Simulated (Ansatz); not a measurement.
**A computed series for CdTe: pressure series**

Base system: CdTe in the zinc blende structure (space group F-43m, No. 216; a = 6.489 Å).

Cell and atoms are relaxed at each pressure.

Computed with DFT with PBEsol, PAW potentials and a 420 eV plane-wave cutoff in Ansatz (an electronic-structure program), scalar-relativistic without spin-orbit coupling.

For the base:

| Item | Result |
|---|---|
| Band gap | 0.65 eV |

Question: The aim is a band gap between 0.53 eV and 0.61 eV. Which of these changes reaches it?
A) pressure 15 GPa
B) pressure −2 GPa
C) pressure −1 GPa

Answer: C, pressure −1 GPa. It gives 0.57 eV; pressure 15 GPa gives 1.30 eV; pressure −2 GPa gives 0.49 eV. Changes not listed may reach it too

With Te present, leaving out spin-orbit coupling can change the band edges. Load acts through the strain it causes; cell and atoms are relaxed under it. Whether these cells are dynamically stable was not tested. Measured, CdTe leaves this structure (for cinnabar) near 3.53 GPa (temperature not stated; as listed in Datta, Sujoy, Jana, Debnarayan, arXiv (2020)), on rising pressure, with hysteresis.
